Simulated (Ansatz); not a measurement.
TiTe2 (model structure, started from the rutile type, P4₂/mnm, No. 136, 6 atoms in the cell): properties by level of theory

```tsv
level (code)	lattice constant a (Å)	lattice parameter c (Å)	cohesive energy (eV/atom)
LDA (Ansatz)	6.628	3.605	4.95
PBEsol (Ansatz)	6.687	3.641	4.42
r²SCAN (Ansatz)	6.717	3.811	3.77
r²SCAN+rVV10 (Ansatz)	6.683	3.787	4.00
```

Ansatz's density-functional and Hartree–Fock values are scalar-relativistic unless marked +SOC, with PAW data made under PBE.

Free atoms are spin-polarised, in the lowest state found; at levels without +SOC their spin–orbit coupling is left out.

Static lattice: no zero-point or thermal effects.

A model structure was made by putting elements into a prototype or built by hand; it is no filed structure, need not be a known phase, and can be a saddle point held by its symmetry.

Ansatz is a first-principles code.
